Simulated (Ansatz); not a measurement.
## Hypothetical ReO3 type MnCl3: biaxial strain −3.81 %, plane normal [110], relaxed out of plane

The reference is MnCl$_{3}$ in the ReO3 type structure (space group Pm-3m, No. 221; a = 4.739 Å; ferromagnetic; a hypothetical phase, not in the database extracts checked; relaxed with 0.1 eV smearing). Axes: x, y, z lie along the cube axes.

The change: biaxial strain −3.81 %, plane normal [110], relaxed out of plane (Cartesian); in-plane vectors clamped, the third vector and the atoms free.

Level of theory: r2SCAN, PAW, 500 eV (Ansatz, a quantum-chemistry and plane-wave program; spin-orbit coupling left out). Γ-centred 12×12×12 mesh, Fermi–Dirac width 0.1 eV.

```csv
quantity,base,changed,shift
space group,Pm-3m (No. 221),Cmmm (No. 65),–
shortest interatomic distance,2.369 Å,2.279 Å,-0.090 Å
energy relative to the base (free energy F),0 meV/atom,+22 meV/atom,+22 meV/atom
"pressure (mean of the normal stresses, compression positive)",0.0 GPa,2.5 GPa,+2.5 GPa
band gap,zero,zero,–
magnetic state,ferromagnetic,ferromagnetic,–
out-of-plane strain,–,+3.05 %,–
ratio −ε⊥/ε∥,–,0.80,–
```

Final structure (turned so that z lies along the plane normal):

```yaml
crystal:
  lattice:
    - [4.55833, 0.00000, 0.00000]
    - [0.00000, 6.44645, 0.00000]
    - [0.00000, 3.22322, 3.45299]
  atoms:
    - { symbol: Mn, position: [0.00000, 0.00000, 0.00000] }
    - { symbol: Cl, position: [0.00000, 0.00000, 0.50000] }
    - { symbol: Cl, position: [0.50000, 0.00000, 0.00000] }
    - { symbol: Cl, position: [0.00000, 0.50000, 0.50000] }
```

No phonon test of stability was made. No Hubbard U is applied and the magnetic state is the run's own (MnCl3 ferromagnetic); small cells can't hold the antiferromagnetic order that many such compounds have, so gaps and moments can be off.
